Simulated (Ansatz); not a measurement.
# Phonons of zinc blende ZnS at temperature

Method: the stochastic self-consistent harmonic approximation in a 3×3×3 supercell, DFT at the LDA level (Ansatz, a quantum-chemistry and plane-wave program). Another polymorph of this substance is known too; which is more stable was not tested here. The cell is fixed at its relaxed static size. Melting and transitions to other phases are not modelled. An odd repeat of the supercell leaves out some zone-boundary points, where instabilities often lie. Frequencies in cm⁻¹ at q = (0.00, 0.00, 0.33) (fractions of the primitive reciprocal vectors), each column in ascending order, rows equal in every column written once; i marks an imaginary mode. The auxiliary (Gaussian) frequencies are positive by construction; the free-energy Hessian decides stability.

```json
[
 {"harmonic": "66", "Gaussian 300 K": "65", "Hessian 300 K": "64", "Gaussian 600 K": "64", "Hessian 600 K": "63"},
 {"harmonic": "176", "Gaussian 300 K": "175", "Hessian 300 K": "173", "Gaussian 600 K": "176", "Hessian 600 K": "170"},
 {"harmonic": "302", "Gaussian 300 K": "303", "Hessian 300 K": "294", "Gaussian 600 K": "303", "Hessian 600 K": "286"},
 {"harmonic": "346", "Gaussian 300 K": "346", "Hessian 300 K": "340", "Gaussian 600 K": "347", "Hessian 600 K": "335"}
]
```

| Quantity | Result |
|---|---|
| pressure at 300 K in this cell | 0.54 ± 0.05 GPa |
| pressure at 600 K in this cell | 1.09 ± 0.01 GPa |
| pressure near 300 K by path-integral sampling of the fitted surface | 0.55 GPa |
| pressure near 600 K by path-integral sampling of the fitted surface | 1.12 GPa |
| static pressure | 0.03 GPa |

Over all wave vectors of the supercell the softest harmonic mode is 66 cm⁻¹ at q = (0.00, 0.00, 0.33); the softest of the Hessian is 64 cm⁻¹ at q = (0.00, 0.00, 0.33) at 300 K (error under 1; the run's verdict: stable), 63 cm⁻¹ at q = (0.00, 0.00, 0.33) at 600 K (error under 1; the run's verdict: stable).
